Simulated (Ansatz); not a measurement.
Base system: LiF in the rock salt structure (space group Fm-3m, No. 225; a = 4.068 Å). Axes: x, y, z lie along the cube axes.

Method: PBE (Ansatz, an electronic-structure program), without spin-orbit coupling.

Perturbation: the cell is scaled by 1.0300 in all directions, atoms relaxed at fixed cell.

Question: Predict the stress tensor and what it implies for the stiffness.

Answer: Stress of the strained cell less that of the base (GPa, compression positive):
```
  -4.96    0.00    0.00
   0.00   -4.96    0.00
   0.00    0.00   -4.96
```

Then B = −ΔP/(ΔV/V₀) with ΔV/V₀ = 0.0927 gives secant stiffness values (nonlinear terms included at this strain): B ≈ 54 GPa.

As a check, the harmonic strain energy −½ V₀ Δσ:ε is 12 meV/atom; the computed energy rise is 13 meV/atom.

Whether these cells are dynamically stable was not tested.
